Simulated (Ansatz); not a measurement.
The reference is CdTe in the zinc blende structure (space group F-43m, No. 216; a = 6.558 Å). Axes: x, y, z lie along the cube axes.

The change: strain tensor (xx, yy, zz, yz, xz, xy) = (+2.51, +0.73, −0.02, +0.96, −0.27, −0.04) %; the atoms relax in the strained cell.

Levels (all Ansatz, an electronic-structure program, PAW, earlier PAW set): r2SCAN (500 eV, no spin-orbit coupling); HSE06 (420 eV, no spin-orbit coupling).

The geometry is relaxed with r2SCAN.

| Quantity | Value |
|---|---|
| r2SCAN band gap | 0.98 eV |

Question: How does going to HSE06 change the band gap?

Answer: The band gap grows by 0.34 eV, from 0.98 eV to 1.32 eV.

Single points use the geometry relaxed with r2SCAN. Spin-orbit coupling, missing from the scalar runs, can matter with Te. Stability against distortions was not tested.
